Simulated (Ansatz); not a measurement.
Partial pair distribution functions of a relaxed model of amorphous Zr20O41Ag2, broadened by 0.06 Å; density 5.46 g/cm³. These are PBE, scalar-relativistic without spin-orbit coupling (plane waves to 420 eV, PAW; Ansatz, a first-principles code) values and carry that method's errors.

It comes from a melt-quench run on a machine-learned potential (CHGNet), relaxed afterwards by DFT. O atoms were pushed apart under 1.9 Å during the dynamics, to hinder bonds among them. The hot cell started wider than the set density and was brought back towards it in steps. It is the lowest in DFT energy of 2 quenches. It is a model cell: composition and starting density were chosen by hand, and all elements were melted together. No dispersion term was used. Its density started from a set value of 5.46 and ended at 5.46 g/cm³. The quench (nominally 300 K/ps over its main leg) was far faster than any real one, so the model tends to hold more defects than a real film. One small periodic cell is one sample of the glass; other quenches scatter about these values. The volume was held where the preparation left it and the shape relaxed, at a PBE pressure of -1.3 GPa (tension). Stress components on the final sampling reach 1.4 GPa.

| r (Å) | g Zr-O | g O-Ag | g Zr-Zr | g O-O |
|---|---|---|---|---|
| 1.75 | 0.01 | 0.00 | 0.00 | 0.00 |
| 1.85 | 0.26 | 0.00 | 0.00 | 0.00 |
| 1.95 | 1.65 | 0.04 | 0.00 | 0.00 |
| 2.05 | 5.82 | 1.01 | 0.00 | 0.00 |
| 2.15 | 7.13 | 2.13 | 0.00 | 0.00 |
| 2.25 | 4.31 | 1.27 | 0.00 | 0.00 |
| 2.35 | 1.85 | 1.64 | 0.00 | 0.04 |
| 2.45 | 0.74 | 0.40 | 0.00 | 0.57 |
| 2.55 | 0.30 | 1.03 | 0.00 | 2.24 |
| 2.65 | 0.08 | 1.18 | 0.00 | 2.65 |
| 2.75 | 0.10 | 0.38 | 0.00 | 2.56 |
| 2.85 | 0.19 | 1.01 | 0.00 | 2.33 |
| 2.95 | 0.22 | 2.01 | 0.00 | 1.56 |
| 3.05 | 0.23 | 2.31 | 0.12 | 1.47 |
| 3.15 | 0.21 | 0.63 | 1.68 | 1.62 |
| 3.25 | 0.18 | 0.47 | 2.91 | 1.04 |
| 3.35 | 0.32 | 1.10 | 2.64 | 0.86 |
| 3.45 | 0.53 | 0.58 | 3.62 | 0.74 |
| 3.55 | 0.35 | 0.73 | 2.72 | 0.70 |
| 3.65 | 0.47 | 1.58 | 1.23 | 0.82 |
| 3.75 | 0.68 | 0.75 | 1.26 | 0.86 |
| 3.85 | 0.81 | 0.39 | 2.01 | 0.98 |
| 3.95 | 1.01 | 0.51 | 1.66 | 1.04 |
| 4.05 | 1.41 | 1.37 | 0.84 | 0.89 |
| 4.15 | 1.29 | 1.40 | 1.18 | 0.83 |
| 4.25 | 1.29 | 1.33 | 0.94 | 0.93 |
| 4.35 | 1.38 | 0.92 | 0.58 | 0.87 |
| 4.45 | 1.53 | 1.28 | 0.42 | 0.64 |
| 4.55 | 1.63 | 0.78 | 0.43 | 0.80 |

Within 2.64 Å each Zr has 6.50 O neighbours on average.
